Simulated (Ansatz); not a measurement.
## What pressure −1 GPa does to NaF

Consider NaF in the rock salt structure (space group Fm-3m, No. 225; a = 4.629 Å).

Now apply this change: a negative pressure, −1 GPa.

Calculations: PBEsol (Ansatz, a program for electronic structure), scalar-relativistic without spin-orbit coupling. Settings: 12×12×12 k-points, 0.05 eV Fermi–Dirac smearing.

```tsv
quantity	base	changed	shift
volume per atom	12.40 Å³	12.67 Å³	+0.27 Å³
lattice parameter a	462.9 pm	466.2 pm	+3.3 pm
shortest interatomic distance	231.5 pm	233.1 pm	+1.67 pm
enthalpy H = E + PV relative to the base's energy	–	-0.08 eV/atom	–
band gap	6.20 eV	6.09 eV	-0.11 eV
gap character	direct at Γ	direct at Γ	–
mean gap deformation potential ΔEg/Δln V	–	-5.2 eV	–
width of the top valence band	0.58 eV	0.56 eV	-0.02 eV
electron mass	0.56 mₑ (at Γ)	0.56 mₑ (at Γ)	–
```

Cost of the whole job for the changed cell (relaxation, final SCF and bands): around 10 core-seconds (rough).

Load acts through the strain it causes; cell and atoms are relaxed under it. Effective masses come from finite differences of ±0.01 Å⁻¹. No phonon test of stability was made.
